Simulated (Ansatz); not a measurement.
Defect migration in 3C silicon carbide: O-vacancy pair (O on one host C site, one C site vacant), charge state +2. The step: one C atom jumps into the vacancy from a nearby C site (O-vacancy distance between ideal sites 3.10 → 5.36 Å); the atom moves 3.28 Å along (0.53, -0.01, 0.53) of the unit cell; the moving atom starts with neighbours Si at 1.86, 2 Si at 1.88, Si at 1.89 Å and ends with Si at 1.85, 2 Si at 1.88, Si at 1.90 Å. A PBE band in Ansatz (plane-wave PAW, a 2×2×2 k-point mesh shifted by half a step, 64 host sites, 67 SCF runs with any check of the saddle's order, static, no finite-size correction) gives a forward barrier of 4.34 eV. The saddle point's order was not checked. The charge state is imposed; whether it is stable for some Fermi level was not computed. Forms of the defect that were not tried may lie lower. On the k-point mesh the defect's levels are only partly filled at one site or more.

Single points at the band's start and saddle point can refine it. Rough cost of one point, in units of the band's mean SCF on the same machine:

| Level | Cost of one point |
|---|---|
| PBE, a 3×3×3 k-point mesh shifted by half a step | about 5 |
| r2SCAN at 500 eV, a 2×2×2 k-point mesh shifted by half a step | about 3 |

Q: Which of these move the barrier by more than 0.1 eV, and how far does each move it?

A: PBE, a 3×3×3 k-point mesh shifted by half a step: +0.01 eV; r2SCAN at 500 eV, a 2×2×2 k-point mesh shifted by half a step: +0.41 eV. Each functional is compared with PBE at the same k-points.

Ansatz is a quantum-chemistry and plane-wave program.
